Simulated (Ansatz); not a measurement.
By PBEsol, the system below comes out a metal.

The ballistic (Sharvin) conductance counts the channels at the Fermi level: G/A = (e²/h) × channels of both spins per area.

Given:

```xyz
1
Lattice="3.1703 0.0000 0.0000 0.0000 3.1703 0.0000 1.5852 -1.5852 1.5852" Properties=species:S:1:pos:R:3 pbc="T T T"
W      0.0000     0.0000     0.0000
```

The cell is taken as given; by PBEsol it stands under a pressure of -4.8 GPa.

The current flows along the normal of the first two printed cell vectors, the (001) plane of the conventional cell. No spin-orbit coupling; the value is a mean over 0.1 eV about the Fermi level.

### Question
Compute, with PBEsol (Ansatz, a first-principles code), the ballistic conductance per area.

### Answer
0.96 × 10¹⁵ S/m² for both spins.
